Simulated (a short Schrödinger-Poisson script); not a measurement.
Structure: MOS inversion layer, SiO2 on p-type Ge(111), at 300 K.

```csv
layer,material,thickness (nm),Na (cm⁻³)
1,SiO2,2,-
2,Ge,240,3e18
```

Constants are typed, rounded textbook-type inputs, not results; the design itself was drawn at random and stands for no fabricated device. SiO2: permittivity 3.9, conduction-band edge (eV) 3.1, gap (eV) 9, electron mass (mₑ) 0.5. Ge: permittivity 16, conduction-band edge (eV) 0, gap (eV) 0.664, Nv at 300 K (cm⁻³) 6e18.

Channel valleys (confinement mass, in-plane density-of-states mass, number): L1 1.59, 0.08, 1; L3 0.09, 0.34, 3. At the gate the conduction-band edge of layer 1 lies 3.28 eV − eVg above the Fermi level of the channel; the field vanishes at the back. Gaps are held at their typed values at every temperature. Mesh 0.03 nm at interfaces.

Solved with a short Schrödinger-Poisson script written for these runs: 1D Poisson equation in equilibrium, electrons quantum, Hartree (BenDaniel-Duke, 12 states a valley, the channel's in-plane mass for all, wave functions free to enter the dielectric), parabolic valleys, classical holes, full ionisation, no traps, pinning or gate leakage.

Problem. List the lowest subbands of each valley and their electrons at Vg = 2.2 V.

Solution. 
```tsv
valley	subband	energy from the Fermi level (meV)	electrons (cm⁻²)	share (%)
L1	0	-151.9	5.08e12	44.5
L1	1	-29.3	1.22e12	10.7
L1	2	52.9	1.05e11	0.9
L3	0	14.4	4.99e12	43.7
L3	1	244.8	8.49e8	0.0
L3	2	398.9	2190000	0.0
```

All electrons: 1.14e13 cm⁻². Only the L valleys are kept; under strong confinement the Δ valleys of Ge fill too.
